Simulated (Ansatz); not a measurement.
Input and output of a self-consistent single point for TePb₂Se (R3m, 4 atoms in the cell) (Ansatz, an electronic-structure program).

Method: LDA (PW92), default PAW files made with PBE (plane waves; Ansatz).

The change in words: 1 x 1 x 1 supercell, one Pb atom moved by 0.02 angstrom along z; scf.occupations.method: fixed → fermi_dirac; scf.occupations.width: default → 0.0037 Ry. Reference geometry:
```
CELL_PARAMETERS angstrom
      2.23586     1.29088     7.29832
     -2.23586     1.29088     7.29832
      0.00000    -2.58175     7.29832
ATOMIC_POSITIONS crystal
  Te 0.50000 0.50000 0.50000
  Pb 0.74470 0.74470 0.74470
  Pb 0.25530 0.25530 0.25530
  Se 0.00000 0.00000 0.00000
```

Reference input (self-consistent single point, DFT, LDA (PW92), plane waves, default PAW files made with PBE): basis.ecutwfc = 30.9 Ry; kpoints.mp_grid.grid = 7 7 7; hamiltonian.xc = lda; hamiltonian.pseudopotentials = {kind: paw} (the program's default PAW files); scf.occupations.method = fixed. This run's input differs from it in these lines:

Ansatz 0.2 input:
```diff
@@ -8,3 +8,3 @@
     - { symbol: Te, position: [0.500000, 0.500000, 0.500000] }
-    - { symbol: Pb, position: [0.744696, 0.744696, 0.744696] }
+    - { symbol: Pb, position: [0.745609, 0.745609, 0.745609] }
     - { symbol: Pb, position: [0.255304, 0.255304, 0.255304] }
@@ -19,3 +19,3 @@
 scf:
-  occupations: { method: fixed }
+  occupations: { method: fermi_dirac, width: 0.0037 Ry }
 output:
```

Log, with long lists cut:

```
SCF iter   1: F=—  HF=-35416.854040 eV  |F-HF|=—  |Δ(HF+E_count)|=         —  Δρ=4.17e-3  dr2=1.63e-2  ethr=1.77e-3  ⟨swp⟩=8.2  Hψ=6962  notcnv=0
all-band conjugate gradients solve this SCF's bands
preconditioner: auto → Resta (q_TF=auto, 2.410 Å⁻¹)
SCF iter   2: F=—  HF=-35416.845976 eV  |F-HF|=—  |Δ(HF+E_count)|=   8.06e-3  Δρ=2.18e-3  dr2=3.49e-3  ethr=2.72e-5  ⟨swp⟩=2.6  Hψ=3012  notcnv=0  defer=5
   [... lines left out ...]
SCF iter   4: F=—  HF=-35416.844953 eV  |F-HF|=—  |Δ(HF+E_count)|=   4.01e-5  Δρ=1.47e-4  dr2=2.87e-5  ethr=4.48e-7  ⟨swp⟩=2.0  Hψ=1899  notcnv=0  defer=5
SCF iter   5: F=—  HF=-35416.844955 eV  |F-HF|=—  |Δ(HF+E_count)|=   2.43e-6  Δρ=5.56e-5  dr2=8.73e-6  ethr=4.78e-8  ⟨swp⟩=2.0  Hψ=2858  notcnv=0  defer=5
SCF iter   6: F=—  HF=-35416.844952 eV  |F-HF|=—  |Δ(HF+E_count)|=   2.85e-6  Δρ=1.26e-5  dr2=1.66e-7  ethr=1.45e-8  ⟨swp⟩=2.0  Hψ=2858  notcnv=0  defer=5
SCF iter   7: F=-35416.844952 eV  HF=-35416.844952 eV  |F-HF|=3.91e-8  |Δ(HF+E_count)|=   4.31e-9  Δρ=6.13e-6  dr2=3.88e-8  ethr=1.67e-10  ⟨swp⟩=9.4  Hψ=8045  notcnv=0
SCF 1 converged in 7 iterations: F = -35416.844952 eV  dr2 = 3.88e-8
Free energy (F): -35416.844952 eV
Internal energy: -35416.844921 eV  (E = F + TS)
E sigma→0 (E₀):  -35416.844937 eV
Entropy (-TS):   -0.000031 eV (-0.008 meV/atom)
Fermi energy:    8.523235 eV
--- Forces (eV/Å), atoms counted from 1 ---
  atom   1  Te     0.00000000     0.00000000     0.00436872
  atom   2  Pb     0.00000000     0.00000000    -0.08845050
  atom   3  Pb     0.00000000    -0.00000000     0.08787224
  atom   4  Se     0.00000000     0.00000000    -0.00378635
--- Stress (GPa, compression-positive) ---
       -2.595726       0.000000       0.000000
        0.000000      -2.595726       0.000000
        0.000000       0.000000      -2.559457
  P = ⅓ Tr σ = -2.5836 GPa (-25.836 kbar)
  The stress holds the Pulay correction. Without it, at fixed plane waves, as pw.x and ABINIT print it: P = -2.6078 GPa
```

The run converged in 7 iterations. Against the reference run the free energy hardly moves (within 1 meV/atom), the pressure moves little (-2.60 to -2.58 GPa), the largest force goes from 0.026 to 0.088 eV/Å and the gap on the mesh hardly changes (0.522 to 0.518 eV).

The starting cell comes from a database of computed structures (which also holds hypothetical and non-ambient phases and stackings), without a prior relaxation at this level. Its lattice was rescaled by up to half a per cent. For this run, on top of that: 1 x 1 x 1 supercell, one Pb atom moved by 0.02 angstrom along z. Spin-orbit coupling is off. Ansatz's pressure includes its estimate of the finite-basis (Pulay) stress.
